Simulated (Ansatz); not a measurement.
WRu (model structure, Fm-3m, No. 225, 2 atoms in the cell), treated with PBEsol (PAW; Ansatz, a quantum-chemistry and plane-wave program).

Settings: plane-wave cutoff 520 eV, 20×20×20 k mesh, Fermi–Dirac smearing 0.05 eV, no spin polarisation, scalar-relativistic PAW data made under PBE.

Cell (relaxed at this level):

```
RuW
1.0
    0.00000     2.53735     2.53735
    2.53735     0.00000     2.53735
    2.53735     2.53735     0.00000
Ru W
1 1
Cartesian
  0.00000   0.00000   0.00000
  2.53735   2.53735   2.53735
```

Q: Estimate the bulk modulus B0 that the calculation returns.

A: 
* **bulk modulus B0**: 255 GPa

Note: the run has no spin polarisation, so it can have missed a magnetic state; the bulk modulus is −V dP/dV from two relaxed cells at ±2 % in volume; the relaxation could raise the start's symmetry but not lower it, so the cell can be a saddle point.

Spin–orbit coupling is not included.

The computed numbers hold no vibrational or temperature effects.

Cost on a shared machine: very roughly 40 core-seconds.

A model structure was made by putting elements into a prototype or built by hand; it is no filed structure, need not be a known phase, and can be a saddle point held by its symmetry.
